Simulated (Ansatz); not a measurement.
**CdSe: response to strain**

Start from CdSe in the wurtzite structure (space group P6_3mc, No. 186; a = 4.340 Å, c = 7.078 Å). Axes: x lies along a and z along c of the hexagonal cell.

Strains are applied to the cell and any free atomic positions relax; under biaxial strain the out-of-plane vector relaxes too.

Levels (all Ansatz, a first-principles code, PAW, earlier PAW set): r2SCAN (500 eV, without spin-orbit coupling); HSE06 (420 eV, without spin-orbit coupling).

Band gaps by level, all at the geometries relaxed with r2SCAN:

```csv
case,r2SCAN,HSE06
base,1.10 eV,1.54 eV
"biaxial strain −2.94 %, plane normal [001], relaxed out of plane",1.01 eV,[?]
"biaxial strain −0.20 %, plane normal [001], relaxed out of plane",1.10 eV,1.54 eV
isotropic strain −2.38 %,1.27 eV,[?]
isotropic strain +3.74 %,0.84 eV,1.25 eV
isotropic strain +3.81 %,0.83 eV,1.25 eV
```

Task: Complete the table.

Result: 
- biaxial strain −2.94 %, plane normal [001], relaxed out of plane, HSE06: 1.46 eV
- isotropic strain −2.38 %, HSE06: 1.73 eV

Single points use the geometry relaxed with r2SCAN. Whether these cells are dynamically stable was not tested.
